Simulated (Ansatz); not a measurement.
Results of r²SCAN (Ansatz, a quantum-chemistry and plane-wave program, PAW) for L1₀ (CuAu-type) FePt.

Run with plane-wave cutoff 560 eV, 20×20×16 k mesh (along the axes of the cell as run), Fermi–Dirac smearing 0.05 eV, spin-polarised with parallel moments, scalar-relativistic PAW data made under PBE.

Computed at the level's own relaxed cell.

### Question
Give the computed pressure derivative B′ of the bulk modulus, bulk modulus B0 and c axis length (two-atom tetragonal cell).

### Answer

- pressure derivative B′ of the bulk modulus = 5.0
- bulk modulus B0 = 218 GPa
- c axis length (two-atom tetragonal cell) = 3.727 Å

The run finds no gap.

Measured, for comparison: bulk modulus 208 GPa (room temperature, not corrected to a static lattice; as tabulated in First-principles calculations on Fe-Pt nanoclusters of various morphologies); lattice parameter c 3.726 Å (room temperature, not corrected to a static lattice, 0.1 GPa; as tabulated in Sawada et al. (2023), arXiv:2212.12065). Computed (rounded) less measured: bulk modulus +5 %, lattice parameter c 0.0 %. A static lattice is as a rule a little smaller and stiffer than an uncorrected measurement, which narrows the difference in the bulk modulus and would widen misses of the other sign.

Note: the bulk modulus comes from volumes at which shape and atoms were relaxed.

Spin–orbit coupling is not included.

Static lattice: no zero-point or thermal effects.

Cost on a shared machine: about 30 core-minutes (a rough figure).
